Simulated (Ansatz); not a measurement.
Worked example: relaxation of the atoms of Rb₂LiInF₆ (Fm-3m, 10 atoms in the cell) in Ansatz (a quantum-chemistry and plane-wave program).

Computed with PBEsol, default PAW files made with PBE (plane waves; Ansatz).

```
CELL_PARAMETERS angstrom
      0.00000     4.28455     4.28455
      4.28455     0.00000     4.28455
      4.28455     4.28455     0.00000
ATOMIC_POSITIONS crystal
  Rb 0.25000 0.25000 0.25000
  Rb 0.75000 0.75000 0.75000
  Li 0.50000 0.50000 0.50000
  In 0.00000 0.00000 0.00000
  F  0.24715 0.24715 0.75285
  F  0.75285 0.75285 0.24715
  F  0.75285 0.24715 0.24715
  F  0.24715 0.75285 0.75285
  F  0.24715 0.75285 0.24715
  F  0.75285 0.24715 0.75285
```

Reference input (self-consistent single point, DFT, PBEsol, plane waves, default PAW files made with PBE): basis.ecutwfc = 30.9 Ry; kpoints.mp_grid.grid = 4 4 4; hamiltonian.xc = pbesol; hamiltonian.pseudopotentials = {kind: paw} (the program's default PAW files); scf.occupations.method = gaussian; scf.occupations.width = 0.0007 Ry. This run's input differs from it in these lines:

```diff
@@ -25,2 +25,3 @@
   occupations: { method: gaussian, width: 0.0007 Ry }
+relax: {}
 output:
```

Log, with long lists cut:

```
   [... SCF lines of the steps left out ...]
relax step   1: F+E_penalty+E_count = -16975.82660562 eV  Δ(F+E_penalty+E_count) = +0.000e0 eV  max|allowed force component| = 2.487e-1 eV/Å  Δτ_max = 0.0000 Å  (6 SCF iters, dr2 threshold 2.50e-6 eV, accepted)
relax step   2: F+E_penalty+E_count = -16975.83939954 eV  Δ(F+E_penalty+E_count) = -1.279e-2 eV  max|allowed force component| = 4.076e-2 eV/Å  Δτ_max = 0.0146 Å  (4 SCF iters, dr2 threshold 3.87e-6 eV, accepted)
relax step   3: F+E_penalty+E_count = -16975.83974706 eV  Δ(F+E_penalty+E_count) = -3.475e-4 eV  max|allowed force component| = 2.885e-4 eV/Å  Δτ_max = 0.0028 Å  (5 SCF iters, dr2 threshold 1.04e-7 eV, accepted)
relax step   4: F+E_penalty+E_count = -16975.83974706 eV  Δ(F+E_penalty+E_count) = -2.910e-11 eV  max|allowed force component| = 2.819e-4 eV/Å  Δτ_max = 0.0000 Å  (2 SCF iters, accepted)
the relaxation is at rest under the 48 symmetry operations that the run kept from its start: a minimum is not shown …
Stability not checked: this state was not tested for a lower state beside it, because too few of the mixer's solves of this state at the end of the SCF gave a …
Free energy (F): -16975.839747 eV
Internal energy: -16975.839747 eV  (E = F + TS)
E sigma→0 (E₀):  -16975.839747 eV
Fermi energy:    4.503361 eV
--- Forces (eV/Å), atoms counted from 1 ---
  atom   1  Rb     0.00000000     0.00000000    -0.00000000
  atom   2  Rb    -0.00000000     0.00000000     0.00000000
   [... lines left out ...]
    - { symbol: F, position: [0.7548837403733538, 0.24511625962664618, 0.24511625962664618] }
    - { symbol: F, position: [0.24511625962664618, 0.7548837403733538, 0.7548837403733537] }
    - { symbol: F, position: [0.24511625962664618, 0.7548837403733538, 0.24511625962664618] }
    - { symbol: F, position: [0.7548837403733538, 0.24511625962664618, 0.7548837403733537] }
```

The run converged.  The full log also holds: “iter 5 did not close the SCF: its close was put off for the readings that it lacked (scf_convergence_deferred on its scf_iter line)”.

Summary of the result:
| Property | Value |
|---|---|
| Free energy E − TS (on the zero of these files) | -16975.8397 eV |
| Top of the valence band (on the code's own zero) | 1.85 eV |
| Gap on the k-point mesh | 5.31 eV |
| Pressure | -2.33 GPa |
| Relaxation steps | 4 |

The starting cell comes from a database of computed structures (which also holds hypothetical and non-ambient phases and stackings), without a prior relaxation at this level. The relaxation keeps the symmetry of its start, so its end need not be a minimum. Ansatz's pressure includes its estimate of the finite-basis (Pulay) stress. Without the estimate this run gives -2.84 GPa.

Keys are those of Ansatz 0.2.
